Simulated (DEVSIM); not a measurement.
System: In0.53Ga0.47As n-p junction from an implanted or diffused profile, at 300 K.

```
layer (left to right)        material  thickness (μm)  Na (cm⁻³)  τn (s)  τp (s)
---------------------  --------------  --------------  ---------  ------  ------
1                      In0.53Ga0.47As            86.0     3.2e14  7.5e-9  7.5e-9
```

Added donor profile: 1e16 cm⁻³ × exp(−(x − 0.042 μm)²/(2·(0.041 μm)²)). Left contact: ohmic. Right contact: ohmic. Voltage is applied to the left contact. Recombination: SRH at mid-gap, radiative. Mobility is constant in doping. Where it depends on doping, it is μmin + (μ − μmin)/(1 + (N/Nref)^α).

This is a model device: material constants are rounded textbook-type values typed into the input, and sizes, dopings and lifetimes were drawn at random. Values at 300 K; Nc and Nv go as T^1.5, mobilities as T to minus their exponent, the gap by Varshni's rule with the affinity fixed. The table also holds parameters that only a changed run uses.

```csv
parameter,In0.53Ga0.47As
gap (eV),0.74
affinity (eV),4.51
permittivity,13.9
Nc (cm⁻³),2.1e17
Nv (cm⁻³),7.7e18
μn (cm²/Vs),12000
μp (cm²/Vs),300
"μn,min",300
"μp,min",10
"Nref,n",1.3e17
"Nref,p",4.9e17
αn,0.48
αp,0.4
T exponent of μn,1.6
T exponent of μp,1.6
B (cm³/s),9.6e-11
Cn (cm⁶/s),5e-29
Cp (cm⁶/s),5e-29
Varshni α (eV/K),0.00035
Varshni β (K),190
```

Simulated with DEVSIM: 1D drift-diffusion, Boltzmann statistics, complete ionisation; no tunnelling, impact ionisation, image-force lowering or self-heating.

Base results: potential step across the device at zero bias (V) 0.385.

### Question
What follows from this one change: peak of the profile 1e+16 → 5e+15 cm^-3?

### Answer
potential step across the device at zero bias 0.385 → 0.366 V.

### Question
What follows from this one change: doping Na of layer 1 3.2e+14 → 3.2e+13 cm^-3?

### Answer
potential step across the device at zero bias 0.385 → 0.327 V.

### Question
What follows from this one change: straggle of the profile 0.041 → 0.12 μm?

### Answer
potential step across the device at zero bias 0.385 → 0.398 V.

### Question
What follows from this one change: temperature 300 → 350 K?

### Answer
potential step across the device at zero bias 0.385 → 0.297 V.
